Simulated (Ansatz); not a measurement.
InSe (P6₃/mmc, No. 194, 8 atoms in the cell; start mp-20485; a measured phase of this formula has another space group)

All values below come from PBE0 (PAW; Ansatz, an electronic-structure program).

Settings: plane-wave cutoff 460 eV, 6×6×2 k mesh (along the axes of the cell as run), Fermi–Dirac smearing 0.01 eV, scalar-relativistic PAW data made under PBE.

Cell (relaxed with PBEsol):

```
InSe
1.0
    4.00585     0.00000     0.00000
   -2.00293     3.46917     0.00000
    0.00000     0.00000    16.99700
In Se
4 4
Direct
  0.33333   0.66667   0.33169
  0.66667   0.33333   0.66831
  0.66667   0.33333   0.83169
  0.33333   0.66667   0.16831
  0.33333   0.66667   0.59306
  0.66667   0.33333   0.40694
  0.66667   0.33333   0.09306
  0.33333   0.66667   0.90694
```

| Item | Result |
|---|---|
| band gap | 1.88 eV (on the SCF k mesh) |

Note: cell and atoms aren't relaxed at this level (largest force component 0.15 eV/Å, pressure 0.7 GPa); the cell has widely spaced layers and the level no dispersion term, so their spacing and the moduli can rest on weak binding.

Spin–orbit coupling is not included.

The computed numbers hold no vibrational or temperature effects.

Computing time: very roughly 5 core-minutes.

A start named mp-… is a Materials Project structure, which need not be a measured phase.
